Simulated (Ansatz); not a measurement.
The reference is Ru in the hcp (Mg type) structure (space group P6_3/mmc, No. 194; a = 2.691 Å, c = 4.249 Å; relaxed with 0.1 eV smearing).

Level of theory: PBEsol in Ansatz (plane waves to 420 eV, PAW, without spin-orbit coupling).

Base values:

* **Pressure**: 0.0 GPa
* **Band gap**: zero

Now apply this change: the cell is scaled by 0.9850 in all directions, atoms relaxed at fixed cell.

Task: Estimate the effect on the energy relative to the base, pressure and band gap.

Result: The energy rises by 31 meV/atom; the pressure (mean of the normal stresses, compression positive) goes from zero to 17.5 GPa; the band gap stays zero.

The cells carry an imposed strain or load. Stability against distortions was not tested. All final runs are without spin polarisation.

Ansatz is a program for electronic structure.
